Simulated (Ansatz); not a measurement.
Start from Zr in the hcp (Mg type) structure (space group P6_3/mmc, No. 194; relaxed with 0.1 eV smearing).

```cif
data_Zr2
_chemical_formula_sum 'Zr2'
_space_group_name_H-M_alt 'P63/mmc'
_space_group_IT_number 194
_space_group_name_Hall '-P 6c 2c'
_cell_length_a 3.23041
_cell_length_b 3.23041
_cell_length_c 5.17879
_cell_angle_alpha 90.000
_cell_angle_beta 90.000
_cell_angle_gamma 120.000
loop_
_atom_site_label
_atom_site_type_symbol
_atom_site_symmetry_multiplicity
_atom_site_Wyckoff_symbol
_atom_site_fract_x
_atom_site_fract_y
_atom_site_fract_z
_atom_site_occupancy
Zr1 Zr 2 c 0.33333 0.66667 0.25000 1
```

All numbers come from plane-wave PAW DFT at the PBE level (Ansatz, a quantum-chemistry and plane-wave program, 420 eV), without spin-orbit coupling.

For the base:

| Item | Result |
|---|---|
| Pressure | 0.0 GPa |
| Band gap | zero |

Perturbation: an isotropic linear strain of −1.50 %; the atoms relax in the strained cell.

How does this affect the energy relative to the base?

The energy goes up by 14 meV/atom.

What does the calculation give for the pressure after the change?

The pressure (mean of the normal stresses, compression positive) goes from zero to 4.6 GPa.

How does this affect the band gap?

The band gap remains zero.

Stability against distortions was not tested. All final runs are without spin polarisation.
